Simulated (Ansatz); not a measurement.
# A self-consistent single point of BP (F-43m, 2 atoms in the cell) with Ansatz

Computed with PBE (plane waves, PAW; Ansatz, a quantum-chemistry and plane-wave program).

Input as run:

Ansatz 0.2 input:
```yaml
crystal:
  lattice:
    - [0.00000000, 2.28135000, 2.28135000]
    - [2.28135000, 0.00000000, 2.28135000]
    - [2.28135000, 2.28135000, 0.00000000]
  atoms:
    - { symbol: B, position: [0.00000000, 0.00000000, 0.00000000] }
    - { symbol: P, position: [0.25000000, 0.25000000, 0.25000000] }
basis:
  ecutwfc: 420.0
kpoints:
  mp_grid: { grid: [9, 9, 9] }
hamiltonian:
  xc: pbe
  pseudopotentials: { kind: paw }
scf:
  occupations: { method: fermi_dirac, width: 0.05 }
output:
  forces: true
  eigenvalues: true
  stress: true
```

The program printed (abridged):

```
WARN ansatz: RAYON_NUM_THREADS=1 ignored (pool sized by the plan → 1); use --threads N
Pseudopotentials: kind: paw
Pseudopotential: B, paw, valence charge 3
Pseudopotential: P, paw, valence charge 5
Crystal: 2 atoms, lattice volume = 23.747 Å³
Basis set: ecut = 420 eV, 459 PW (Γ), exchange–correlation on 48×48×48 points (8 copies of the dense FFT grid, shifted against one another)
Bands: 8, of which v1, the nominal top of the filled ones, is band 4 counted from 1 (3 counted from 0)
Symmetry: 24 space group operations
Space group: F-43m (ITA 216), of the structure as read, at distance tolerance 2.9e-5 Å
k-points: 35 of 729 (time reversal used)
Initial density: superposition of atomic densities (neutral atoms: chi_scale 0, normalization atom), corrected by the library's trained network
Initial wavefunctions: pseudopotential atomic-orbital guess
Eigensolver: davidson
Functional: x = pbe(κ = 0.804, μ = 0.2195149727645171), c = pbe(β = 0.06672455060314922)
SCF iter   1: F=—  HF=-912.445384 eV  |F-HF|=—  |Δ(HF+E_count)|=         —  Δρ=1.56e-3  dr2=5.36e-4  ethr=1.77e-3  ⟨swp⟩=6.0  Hψ=2575  notcnv=0
all-band conjugate gradients solve this SCF's bands
preconditioner: auto → none
SCF iter   2: F=—  HF=-912.445506 eV  |F-HF|=—  |Δ(HF+E_count)|=   1.22e-4  Δρ=8.84e-4  dr2=1.89e-4  ethr=6.71e-6  ⟨swp⟩=2.2  Hψ=704  notcnv=0
SCF iter   3: F=—  HF=-912.445465 eV  |F-HF|=—  |Δ(HF+E_count)|=   4.12e-5  Δρ=4.06e-4  dr2=1.90e-5  ethr=2.36e-6  ⟨swp⟩=2.1  Hψ=396  notcnv=0
SCF iter   4: F=—  HF=-912.445489 eV  |F-HF|=—  |Δ(HF+E_count)|=   2.42e-5  Δρ=1.43e-4  dr2=6.19e-6  ethr=2.37e-7  ⟨swp⟩=2.0  Hψ=419  notcnv=0
SCF iter   5: F=—  HF=-912.445488 eV  |F-HF|=—  |Δ(HF+E_count)|=   1.53e-6  Δρ=4.82e-5  dr2=7.08e-7  ethr=7.73e-8  ⟨swp⟩=1.9  Hψ=379  notcnv=0
SCF iter   6: F=-912.445488 eV  HF=-912.445488 eV  |F-HF|=4.81e-8  |Δ(HF+E_count)|=   1.85e-7  Δρ=1.48e-5  dr2=6.66e-8  ethr=1.25e-9  ⟨swp⟩=4.1  Hψ=1614  notcnv=0
SCF 1 converged in 6 iterations: F = -912.445488 eV  dr2 = 6.66e-8
SCF converged after 6 iterations
Free energy (F): -912.445488 eV
Harris-Foulkes:  -912.445488 eV  (|F-HF|=4.81e-8)
Internal energy: -912.445488 eV  (E = F + TS)
E sigma→0 (E₀):  -912.445488 eV
Entropy (-TS):   -0.000000 eV (-0.000 meV/atom)
Fermi energy:    9.666603 eV
--- Per-component energies (eV) ---
  E_band       = 20.919577
  E_kinetic    = 120.895309
  E_local      = -69.068372  (includes V_loc(G=0)·N_el)
  E_nonlocal   = 44.922991
  E_hartree    = 17.259981
  E_xc         = -94.587643
  E_vxc        = -100.177979  (∫ρ·V_xc dr)
  E_paw        = -647.921734  (= ΣΔE_a)
  E_vpaw       = -10.172698  (= ΣTr[D̂ρ^β])
  E_aug_tail   = 0.000000  (compensation charges beyond the density's cutoff)
  E_ewald      = -283.946021
  E_smearing   = -0.000000  (= −TS)
  E_closure    = -0.000000  (closes the sum)
  Σ components = -912.445488   (vs F -912.445488, Δ=0.00e0)
--- Forces (eV/Å), atoms counted from 1 ---
  atom   1  B      0.00000000    -0.00000000     0.00000000
  atom   2  P     -0.00000000    -0.00000000     0.00000000
  max |Σ_I F_I| component: 3.52e-16 eV/Å
--- Stress (GPa, compression-positive) ---
       -1.489194       0.000000      -0.000000
        0.000000      -1.489194       0.000000
       -0.000000       0.000000      -1.489194
  P = ⅓ Tr σ = -1.4892 GPa (-14.892 kbar)
  The stress holds the Pulay correction. Without it, at fixed plane waves, as pw.x and ABINIT print it: P = -1.6156 GPa
--- Band table (eV; the first three rows and the last of 35) ---
  k-point 0: bands = ["-6.2689", "9.0436", "9.0436", "9.0436", "12.4238", "12.4238", "12.4238", "16.1686"]
  k-point 1: bands = ["-6.0497", "7.5167", "8.6966", "8.6966", "12.8845", "12.9032", "12.9032", "16.8246"]
  k-point 2: bands = ["-5.4034", "4.9066", "8.0825", "8.0825", "12.9921", "13.6561", "13.6561", "18.1945"]
  k-point 34: bands = ["-1.5131", "1.2050", "3.3117", "4.2127", "14.0365", "15.1088", "15.9265", "17.9283"]
```

The run converged in 6 iterations.

The starting cell has typed, rounded lattice constants, without a prior relaxation at this level. Its lattice was rescaled by up to half a per cent. Ansatz's pressure includes its estimate of the finite-basis (Pulay) stress.
